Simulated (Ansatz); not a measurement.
## TiGe (model structure, from the WC type, P-6m2, No. 187): properties by level of theory

| level (code) | lattice constant a (Å) | c axis length (Å) | enthalpy of formation (eV/atom) |
|---|---|---|---|
| PBE (Ansatz) | 2.972 | … | -0.433 |
| PBEsol (Ansatz) | … | 4.232 | -0.511 |
| PBE-D3(BJ) (Ansatz) | … | 4.239 | -0.509 |

Complete the blanks.


- PBE (Ansatz, a program for electronic structure), c axis length (Å): 4.275
- PBEsol (Ansatz), lattice constant a (Å): 2.929
- PBE-D3(BJ) (Ansatz), lattice constant a (Å): 2.919

Ansatz's density-functional and Hartree–Fock values are scalar-relativistic unless marked +SOC, with PAW data made under PBE.

Computed values are for the static lattice.

A model structure was made by putting elements into a prototype or built by hand; it is no filed structure, need not be a known phase, and can be a saddle point held by its symmetry.
